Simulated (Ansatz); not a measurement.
Structures of equal composition on the (111) surface of germanium (Ge plane on top): (√3x√3)R30° Ga adatom at H3; (√3x√3)R30° Ga adatom at T4. The slabs share one bottom face, and each structure is named by its start. These are constructed structures in small cells; real faces may alloy, dewet or reconstruct in larger ones, and not all known structures of the face are among them. Slabs of about 13 Å, Fermi-Dirac smearing of 0.025 eV. Bottom of the slabs: H caps. Relaxed from the named starts with such symmetry as they have, on meshes of like density; energies extrapolated to zero smearing; spin only where a row says so; no spin-orbit coupling, no U. Brackets mark spin-polarised runs, whose order is one that fits the cell. Where a second, spin-polarised start was run, the lower counts.

Calculation: r2SCAN, at the PBE geometry (plane waves to 500 eV, PAW; Ansatz, a program for electronic structure).

**Question.** Rank these by energy per 1x1 cell (lowest first), as r2SCAN, at the PBE geometry gives it.

**Answer.** (√3x√3)R30° Ga adatom at T4 (0.000 eV, no gap on the mesh), (√3x√3)R30° Ga adatom at H3 (0.073 eV, no gap on the mesh)
